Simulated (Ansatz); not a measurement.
Start from V2Se3 in the Bi2Te3 type structure (space group R-3m, No. 166; a = 3.464 Å, c = 27.311 Å (hexagonal axes); ferromagnetic; a hypothetical phase, not in the database extracts checked; layered, stacked along the Cartesian z axis).

Method: Kohn–Sham DFT with the PBE-D3(BJ) functional, run in Ansatz (a program for electronic structure) with PAW and 420 eV plane waves, scalar-relativistic without spin-orbit coupling.

Before the change:

Magnetic state: ferromagnetic
Pressure: 0.0 GPa

Modification: an isotropic linear strain of +0.17 %, atoms relaxed at fixed cell.

Problem. Predict the new magnetic state and pressure.

Solution. The magnetic state stays ferromagnetic; the pressure (mean of the normal stresses, compression positive) goes from zero to -0.2 GPa.

The magnetic state is the one reached from the starting moments; the real material's order can differ, and small cells can't hold many antiferromagnetic ones. Stability against distortions was not tested.
